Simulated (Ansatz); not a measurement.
Consider the following.

```
CELL_PARAMETERS angstrom
     -1.62230     1.62230     1.62230
      1.62230    -1.62230     1.62230
      1.62230     1.62230    -1.62230
ATOMIC_POSITIONS crystal
  Nb 0.00000 0.00000 0.00000
```

Level of theory: PBEsol with spin-orbit coupling, rigid bands (plane waves, PAW; Ansatz, a program for electronic structure). Condition of this run: hydrostatic pressure 5 GPa with spin-orbit coupling (the target of the relaxation). Geometry: cell and atoms relaxed with PBEsol, then loaded as said.

**Question.** For narrow interconnects the product ρ₀λ of bulk resistivity and mean free path ranks metals, the lower the better. What is it here?

**Answer.** 3.7 ×10⁻¹⁶ Ω·m².

**Question.** And the Drude plasma energy and the root-mean-square Fermi velocity at 300 K?

**Answer.** 9.6 eV; 6.6e5 m/s.

A metal at this level (no band gap); rigid bands, thermally averaged at 300 K, both spins. τ is one relaxation time for all states; the product of resistivity and mean free path takes one path for all states instead.
